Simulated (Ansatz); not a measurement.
**Hf₂C (model structure, started from the Cu2Sb type, P4/nmm, No. 129, 6 atoms in the cell): lattice parameter a by level of theory**

No measured value is used here.

### Question
Put these levels in order of the lattice parameter a that they give for Hf₂C (model structure, started from the Cu2Sb type, P4/nmm, No. 129, 6 atoms in the cell), smallest first: LDA (Ansatz, an electronic-structure program), PBE (Ansatz), PBEsol (Ansatz), r²SCAN (Ansatz).

### Answer
LDA (3.545 Å), PBEsol (3.583 Å), r²SCAN (3.607 Å), PBE (3.635 Å)

Density-functional levels without +SOC have no spin–orbit coupling. Cutoffs differ between the levels. Ansatz's density-functional and Hartree–Fock values are scalar-relativistic unless marked +SOC, with PAW data made under PBE.

A model structure was made by putting elements into a prototype or built by hand; it is no filed structure, need not be a known phase, and can be a saddle point held by its symmetry.
